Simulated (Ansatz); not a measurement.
Band structure of Ge₃Rh (I4/mmm, 4 atoms in the cell).

```
CELL_PARAMETERS angstrom
     -2.12256     2.12256     3.73766
      2.12256    -2.12256     3.73766
      2.12256     2.12256    -3.73766
ATOMIC_POSITIONS crystal
  Ge 0.75000 0.25000 0.50000
  Ge 0.25000 0.75000 0.50000
  Ge 0.50000 0.50000 0.00000
  Rh 0.00000 0.00000 0.00000
```

Method: LDA (PW92), PAW files made with PBE (plane waves; Ansatz, an electronic-structure program).

Settings: kpoints.mp_grid.grid = 8 8 8; hamiltonian.xc = lda; hamiltonian.pseudopotentials = {kind: paw} (the program's default PAW files); scf.occupations.method = gaussian; scf.occupations.width = 0.05 eV; kpoints.band_path.npoints = 8.

The starting cell comes from a database of computed structures (which also holds hypothetical and non-ambient phases and stackings), without a prior relaxation at this level. Spin polarisation is off.

Levels in eV from the Fermi level, bands 26 to 33:
```json
[
 {"point": "Γ", "26": "-2.71", "27": "-1.93", "28": "-1.20", "29": "-0.71", "30": "-0.71", "31": "1.30", "32": "1.30", "33": "1.64"},
 {"point": "X", "26": "-2.83", "27": "-1.66", "28": "-1.47", "29": "-0.83", "30": "-0.36", "31": "2.33", "32": "3.27", "33": "3.42"},
 {"point": "Y", "26": "-2.67", "27": "-1.78", "28": "-1.20", "29": "-0.38", "30": "0.00", "31": "1.87", "32": "3.26", "33": "3.96"},
 {"point": "S", "26": "-2.19", "27": "-1.99", "28": "-1.29", "29": "-0.98", "30": "0.42", "31": "2.64", "32": "2.84", "33": "3.55"},
 {"point": "Z", "26": "-2.15", "27": "-2.15", "28": "-1.81", "29": "-0.65", "30": "-0.36", "31": "3.47", "32": "4.24", "33": "4.47"},
 {"point": "S1", "26": "-2.19", "27": "-1.99", "28": "-1.29", "29": "-0.98", "30": "0.42", "31": "2.64", "32": "2.84", "33": "3.55"},
 {"point": "N", "26": "-2.34", "27": "-1.74", "28": "-0.84", "29": "-0.48", "30": "-0.03", "31": "0.59", "32": "1.18", "33": "3.03"},
 {"point": "P", "26": "-1.94", "27": "-1.66", "28": "-1.47", "29": "-0.72", "30": "0.14", "31": "0.14", "32": "0.55", "33": "6.10"},
 {"point": "Y1", "26": "-2.67", "27": "-1.78", "28": "-1.20", "29": "-0.38", "30": "0.00", "31": "1.87", "32": "3.26", "33": "3.96"}
]
```

Bands cross the Fermi level along this path, so the cell is metallic at this level.

Keys are those of Ansatz 0.2.
